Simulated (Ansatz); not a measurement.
Computed paths: interstitial O in monoclinic HfO2, neutral cell

Defect migration in monoclinic HfO2: interstitial O, neutral cell. The numbers are results of PBE, PAW (plane waves to 420 eV; Ansatz, a first-principles code), not measurements.

96-site cell at the relaxed PBE lattice, the Γ point alone, smearing 0.01 eV, spin-restricted, no finite-size correction. Static, classical nuclei. Spin-orbit coupling is left out. The charge state is imposed; whether it is stable for some Fermi level was not computed. Sites that were not tried may lie lower.

Barriers: single points on a 2×2×2 k-point mesh shifted by half a step at the bands' geometries.

```json
[
 {"Route": "a concerted move, in which O travels most", "Start site over the lowest site run (eV)": "0.00", "Hop (Å)": "2.56", "Forward barrier (eV)": "0.64", "Backward barrier (eV)": "0.64", "Neighbours at the start": "Hf at 2.17; O at 1.49 Å", "Neighbours at the saddle": "2 Hf at 2.19; 2 O at 1.88 Å", "Saddle order": "not checked, on a symmetry element", "Forward, on the band's own sampling (eV)": "0.65"}
]
```

Paths come from nudged elastic bands with a climbing image.  A band can be held on a symmetry element, so unchecked saddle points there may be too high.
